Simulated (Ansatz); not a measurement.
Structure of amorphous Si12Sb12Se36 (periodic cell):

```xyz
60
Lattice="12.7143 0.3410 0.1076 0.3410 10.8731 0.2554 0.1076 0.2554 11.8798" Properties=species:S:1:pos:R:3 pbc="T T T"
Si     2.9428     5.5659     2.6594
Si     5.3343     2.5291     9.1676
Si    12.3306     1.4830     4.3859
Si     3.0944     3.6731    11.7079
Si    12.4118     2.0376     7.3400
Si     9.9163     6.8089     7.1735
Si     8.6971     6.4149     1.5503
Si     2.2905     7.8998    10.2245
Si     8.0686     6.1393     4.9144
Si     6.1073     0.5284     6.1765
Si     0.8275     4.4527     4.4511
Si     9.8423     7.7160    10.8832
Sb     7.0456     1.4813     0.4615
Sb     6.1526     4.6496     3.9425
Sb     9.0918     2.1727     9.4796
Sb     1.7479     6.9765     6.8779
Sb     5.0880     8.1932     8.4195
Sb     2.9004    10.9551    11.2650
Sb    11.8590     3.4985     9.5962
Sb    11.3382    10.8594     0.3554
Sb     9.4298    10.0163     5.6927
Sb     2.8174     9.8130     4.1762
Sb     3.5462     1.2769     2.5854
Sb     6.4126    10.8194     2.9991
Se     3.3278     3.6905     9.4390
Se     7.7767     7.5931     6.7149
Se     3.0408     3.8026     4.1770
Se     9.1553    10.4176     1.6212
Se     7.1418     3.9525     9.1750
Se    10.8662     6.5043     0.7761
Se     7.6722     7.6126    11.6695
Se    10.6522     9.6546    10.0463
Se     4.0548     9.6916     1.6243
Se     9.9341     5.0316     5.7117
Se     1.7975     5.2099     0.6834
Se     1.3306     1.8580     0.3809
Se     8.1704     4.2732     2.2160
Se     5.3163     9.5311     5.6836
Se     0.8542     6.3941     9.3538
Se     1.0630     6.6131     3.6284
Se     8.4706     7.7897     3.3670
Se    12.7561    10.5400     3.3377
Se    11.3602     8.5205     6.7905
Se     4.3704     7.2405    10.8332
Se     8.0724    10.7247     7.9240
Se     1.4272     1.0844     5.7303
Se     4.9182     6.7168     2.8041
Se    12.7243     0.9175     9.3407
Se     0.5148     4.5711     6.6851
Se     9.9666     5.9658     9.3022
Se     4.5291     1.8917     7.0926
Se    10.3503     2.9589    11.7586
Se     2.7318     9.4111     8.4757
Se     4.9744     3.5268     0.8459
Se     1.2481     8.9557    11.9893
Se     5.6520     0.5928    10.3976
Se    10.5297     1.4778     5.9338
Se     4.2582     6.1748     6.9299
Se     7.3341     1.5923     4.5235
Se    12.1647     3.4939     3.2436
```

Computed with PBE-D3(BJ), scalar-relativistic without spin-orbit coupling, PAW (Ansatz default set, large-core Se) (plane waves to 420 eV; Ansatz, an electronic-structure program).

It comes from a melt-quench run on a machine-learned potential (CHGNet), relaxed afterwards by DFT. The hot cell started wider than the set density and was brought back towards it in steps. It is the lowest in DFT energy of 3 quenches. It is a model cell: composition and starting density were chosen by hand, and all elements were melted together. The geometry includes D3(BJ) dispersion. Its density started from a set value of 4.37 and ended at 4.70 g/cm³. Cooling (nominally 79 K/ps over its main leg) ran many orders faster than in experiment, which tends to leave more defects and strain. A cell of this size samples the disorder only roughly. Volume and shape were free in the relaxation. Stress components on the final sampling reach 0.7 GPa. Cycles of charging lowered its energy after that relaxation.

Bonds are counted up to Si-Si 2.66 Å, Si-Sb 3.00 Å, Si-Se 2.60 Å, Sb-Sb 3.26 Å, Sb-Se 2.90 Å, Se-Se 2.76 Å.

Q: Give the coordination numbers, mean bond lengths and angles.

A: 
The mean coordination of Si is 4.00 (12 with 4) and the mean coordination of Sb is 3.00 (1 with 2, 10 with 3, 1 with 4). The mean coordination of Se is 2.00 (3 with 1, 30 with 2, 3 with 3) and the mean Si-Se bond is 2.310 Å (spread 0.035 Å, 46 counted). The mean Sb-Se bond is 2.707 Å (spread 0.061 Å, 26 counted), the mean Sb-Sb bond is 2.936 Å (spread 0.081 Å, 4 counted) and the mean Si-Sb bond comes out as 2.679 Å (spread 0.065 Å, 2 counted). The bond angle at Si comes out as mean 109.1°, spread 10.3°, the bond angle at Sb is mean 88.1°, spread 18.0° and the bond angle at Se is mean 91.5°, spread 14.3°.

Q: Which atoms depart from the most common coordination of their element?

A: Sb19 has 4 (Se52 2.69 Å, Se48 2.73 Å, Si5 2.74 Å, Sb15 3.07 Å); Sb22 has 2 (Se33 2.84 Å, Sb23 2.90 Å; Se42 at 2.96 Å just beyond; Se46 at 3.00 Å just beyond; Se38 at 2.93 Å just beyond); Se33 has 3 (Sb23 2.75 Å, Sb18 2.76 Å, Sb22 2.84 Å; Sb24 at 2.95 Å just beyond); Se38 has 1 (Si10 2.31 Å; Sb22 at 2.93 Å just beyond); Se42 has 1 (Si3 2.24 Å; Sb22 at 2.96 Å just beyond); Se52 has 3 (Sb19 2.69 Å, Sb15 2.72 Å, Sb20 2.83 Å); Se54 has 1 (Si4 2.24 Å; Sb13 at 2.94 Å just beyond); Se57 has 3 (Si3 2.37 Å, Si5 2.42 Å, Sb21 2.79 Å).

Q: What Bader charges do the atoms carry, from a run on one k-point at (1/4, 1/4, 1/4)?

A: Means (range): Si +1.80 e (+1.02 to +1.99), Sb +0.71 e (+0.45 to +0.92), Se -0.84 e (-1.02 to -0.54).
```
atom  charge (e)
----  ----------
Si1        +1.85
Si2        +1.86
Si3        +1.91
Si4        +1.96
Si5        +1.02
Si6        +1.97
Si7        +1.99
Si8        +1.97
Si9        +1.37
Si10       +1.91
Si11       +1.92
Si12       +1.90
Sb13       +0.61
Sb14       +0.69
Sb15       +0.60
Sb16       +0.90
Sb17       +0.91
Sb18       +0.92
Sb19       +0.62
Sb20       +0.90
Sb21       +0.92
Sb22       +0.58
Sb23       +0.48
Sb24       +0.45
Se25       -0.97
Se26       -0.96
Se27       -0.97
Se28       -0.64
Se29       -0.75
Se30       -0.99
Se31       -0.98
Se32       -0.79
Se33       -0.56
Se34       -0.96
Se35       -0.94
Se36       -0.75
Se37       -0.78
Se38       -0.85
Se39       -0.84
Se40       -0.93
Se41       -1.01
Se42       -0.89
Se43       -0.83
Se44       -0.82
Se45       -0.77
Se46       -0.90
Se47       -0.74
Se48       -0.76
Se49       -0.83
Se50       -0.98
Se51       -1.02
Se52       -0.54
Se53       -0.78
Se54       -0.92
Se55       -0.80
Se56       -0.79
Se57       -0.80
Se58       -0.58
Se59       -0.84
Se60       -0.96
```
